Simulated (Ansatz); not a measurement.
System: CaWO4 (I4₁/a, No. 88). Method: r²SCAN-D4 (Ansatz, a quantum-chemistry and plane-wave program, plane waves, PAW).

Numerical settings: plane-wave cutoff 500 eV, 10×10×10 k mesh, gaussian smearing 0.02 eV, no spin polarisation, scalar-relativistic PAW data made under PBE.

Computed at the level's own relaxed cell.

Problem. Estimate the volume per atom, lattice parameter a, lattice parameter c and band gap that the calculation returns.

Solution. 
- volume per atom = 12.86 Å³/atom
- lattice parameter a = 5.227 Å
- lattice parameter c = 11.294 Å
- band gap = 4.60 eV (on the SCF k mesh)

Measured, for comparison: band gap 5.2 ± 0.3 eV (temperature not stated, no zero-point or thermal correction, absorption, reflection, one- and two-photon excitation; as tabulated in Mikhailik et al. (2004), doi:10.1103/physrevb.69.205110).

Note: a distance lies near a switch of the dispersion term, which can move the cell.

Spin–orbit coupling is not included.

Computed values are for the static lattice.

It cost around 13 core-minutes (rough) of CPU time.
